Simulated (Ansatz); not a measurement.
An Ansatz (a first-principles code) run: Hf3N4 with a change (pressure −2 GPa); PBE (Ansatz), spin-orbit coupling left out.

Input:

Ansatz 0.2 input:
```yaml
crystal:
  lattice:
    - [-3.3726604792, 3.3726604792, 3.3726604792]
    - [3.3726604792, -3.3726604792, 3.3726604792]
    - [3.3726604792, 3.3726604792, -3.3726604792]
  atoms:
    - { symbol: Hf, position: [0.875, 0.25, 0.125] }
    - { symbol: Hf, position: [0.75, 0.375, 0.625] }
    - { symbol: Hf, position: [0.625, 0.75, 0.375] }
    - { symbol: Hf, position: [0.25, 0.125, 0.875] }
    - { symbol: Hf, position: [0.125, 0.875, 0.25] }
    - { symbol: Hf, position: [0.375, 0.625, 0.75] }
    - { symbol: N, position: [0.5, 0, 0.6319486353] }
    - { symbol: N, position: [0, 0.1319486353, 0.5] }
    - { symbol: N, position: [0.8680513647, 0.8680513647, 0.8680513647] }
    - { symbol: N, position: [0.1319486353, 0.5, 0] }
    - { symbol: N, position: [0, 0.6319486353, 0.5] }
    - { symbol: N, position: [0.5, 0, 0.1319486353] }
    - { symbol: N, position: [0.6319486353, 0.5, 0] }
    - { symbol: N, position: [0.3680513647, 0.3680513647, 0.3680513647] }
basis: { ecutwfc: 420, ecutrho_ratio: 4, xc_grid: 2, fft_grid_basis: typed }
kpoints: { mp_grid: { grid: [6, 6, 6] } }
hamiltonian:
  xc: pbe
  dispersion: none
  pseudopotentials: { kind: paw }
scf: { occupations: { method: fermi_dirac, width: 0.05 } }
relax: { f_tol: 0.01, max_steps: 60, cell: { stress_tol: 0.02, p_target: -2.0 } }
output: { forces: true, stress: true }
checkpoint: { write: state.ck, write_every: 1000 }
```

Output (explanatory and most iteration lines left out):

```
Relaxation: its limit of steps is 60 (relax.max_steps)
Pseudopotential: Hf, paw, valence charge 26
Pseudopotential: N, paw, valence charge 5
Crystal: 14 atoms, lattice volume = 153.454 Å³
Basis set: ecut = 420 eV, 3043 PW (Γ), exchange–correlation on 80×80×80 points (8 copies of the dense FFT grid, shifted against one another)
Bands: 118, of which v1, the nominal top of the filled ones, is band 98 counted from 1 (97 counted from 0)
Symmetry: 24 space group operations
Space group: I-43d (ITA 220), of the structure as read, at distance tolerance 5.4e-5 Å
k-points: 16 of 216 (time reversal used)
Functional: x = pbe(κ = 0.804, μ = 0.2195149727645171), c = pbe(β = 0.06672455060314922)
SCF iter   1: F=—  HF=-97421.353059 eV  |F-HF|=—  |Δ(HF+E_count)|=         —  Δρ=3.26e-3  dr2=5.65e-3  ethr=1.77e-3  ⟨swp⟩=5.0  Hψ=5644  notcnv=0  defer=20
SCF iter   2: F=—  HF=-97421.354012 eV  |F-HF|=—  |Δ(HF+E_count)|=   9.53e-4  Δρ=1.85e-3  dr2=1.79e-3  ethr=2.88e-6  ⟨swp⟩=2.1  Hψ=3299  notcnv=0  defer=121
SCF 1 converged in 7 iterations: F = -97421.355245 eV  dr2 = 4.71e-8
relax step   1: F+E_penalty+E_count = -97421.35524507 eV  Δ(F+E_penalty+E_count) = +0.000e0 eV  max|allowed force component| = 1.500e-5 eV/Å  Δτ_max = 0.0000 Å  P = -0.998 GPa  Ω = 153.454 Å³  (7 SCF iters, dr2 threshold 1.00e-7 eV, accepted)
[... steps on the carried basis left out ...]
relax step   7: F+E_penalty+E_count = -97421.34827805 eV  Δ(F+E_penalty+E_count) = -2.619e-10 eV  max|allowed force component| = 1.993e-7 eV/Å  Δτ_max = 0.0000 Å  P = -1.998 GPa  Ω = 154.244 Å³  stress off target by 2.32e-3 GPa  SCF on the basis re-selected at this cell (its energy is not comparable with the rows above)  (5 SCF iters)
SCF converged after 5 iterations
Free energy (F): -97421.348278 eV
Internal energy: -97421.348277 eV  (E = F + TS)
E sigma→0 (E₀):  -97421.348278 eV
Entropy (-TS):   -0.000001 eV (-0.000 meV/atom)
Fermi energy:    21.218180 eV
--- Forces (eV/Å), atoms counted from 1 ---
  atom   1  Hf     0.00000000     0.00000000     0.00000000
  atom   2  Hf    -0.00000000    -0.00000000    -0.00000000
  atom   3  Hf     0.00000000    -0.00000000     0.00000000
  atom   4  Hf    -0.00000000     0.00000000    -0.00000000
  atom   5  Hf     0.00000000    -0.00000000    -0.00000000
  atom   6  Hf     0.00000000     0.00000000     0.00000000
  atom   7  N     -0.00000020    -0.00000020     0.00000020
  atom   8  N     -0.00000020     0.00000020    -0.00000020
  atom   9  N      0.00000020     0.00000020     0.00000020
  atom  10  N      0.00000020    -0.00000020    -0.00000020
  atom  11  N     -0.00000020     0.00000020    -0.00000020
  atom  12  N     -0.00000020    -0.00000020     0.00000020
  atom  13  N      0.00000020    -0.00000020    -0.00000020
  atom  14  N      0.00000020     0.00000020     0.00000020
--- Stress (GPa, compression-positive) ---
       -1.997680      -0.000000      -0.000000
        0.000000      -1.997680       0.000000
        0.000000      -0.000000      -1.997680
  P = ⅓ Tr σ = -1.9977 GPa (-19.977 kbar)
--- Relaxed structure (5 steps of the walk, 5 accepted, 2 SCFs on fresh bases) ---
  cell:  # Å, volume = 154.2445 Å³
    - [-3.3784425397831876, 3.3784425397831876, 3.3784425397831876]
    - [3.3784425397831876, -3.3784425397831876, 3.3784425397831876]
    - [3.3784425397831876, 3.3784425397831876, -3.3784425397831876]
  atoms:
    - { symbol: Hf, position: [0.875, 0.25, 0.12499999999999997] }
    - { symbol: Hf, position: [0.7499999999999999, 0.37499999999999994, 0.6249999999999999] }
    - { symbol: Hf, position: [0.6249999999999999, 0.75, 0.375] }
    - { symbol: Hf, position: [0.25, 0.12499999999999994, 0.875] }
    - { symbol: Hf, position: [0.12499999999999997, 0.875, 0.25] }
    - { symbol: Hf, position: [0.37499999999999994, 0.6249999999999999, 0.75] }
    - { symbol: N, position: [0.5, 0.0, 0.6307828384348328] }
    - { symbol: N, position: [0.0, 0.13078283843483277, 0.5] }
    - { symbol: N, position: [0.8692171615651672, 0.8692171615651672, 0.8692171615651672] }
    - { symbol: N, position: [0.13078283843483277, 0.5, 0.0] }
    - { symbol: N, position: [0.0, 0.6307828384348328, 0.5] }
    - { symbol: N, position: [0.5, 0.0, 0.13078283843483277] }
    - { symbol: N, position: [0.6307828384348328, 0.5, 0.0] }
    - { symbol: N, position: [0.36921716156516715, 0.36921716156516715, 0.36921716156516715] }
```

With Hf present, leaving out spin-orbit coupling can change the band edges. Load acts through the strain it causes; cell and atoms are relaxed under it. Whether these cells are dynamically stable was not tested. The cell was made from Hf3N4 (space group I-43d, No. 220) by this change: pressure −2 GPa.
